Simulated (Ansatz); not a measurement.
Input:

```xyz
2
Lattice="0.0000 2.8671 2.7518 2.8671 0.0000 2.7518 2.8671 2.8671 0.0000" Properties=species:S:1:pos:R:3 pbc="T T T"
Al     0.0000     0.0000     0.0000
As     4.3006     4.3006     4.1277
```

Method: PBEsol with spin-orbit coupling, rigid bands (plane waves, PAW; Ansatz, an electronic-structure program). Condition of this run: uniaxial stress zz = 2 GPa (compression positive) (the target of the relaxation). Cell: cell and atoms relaxed with PBEsol, then loaded as said.

**Question.** What conductivity effective mass do dilute electrons have at 300 K?

**Answer.** 0.27 (x), 0.27 (y), 0.87 (z) mₑ.

**Question.** Predict the hole conductivity mass (n e² τ/σ) at 300 K, by direction if it differs.

**Answer.** 0.54 (x), 0.54 (y), 0.29 (z) mₑ.

**Question.** And the band gap?

**Answer.** 1.02 eV at this level; semilocal functionals usually fall short of the measured gap.

Rigid bands, one relaxation time for all states, no polarons.
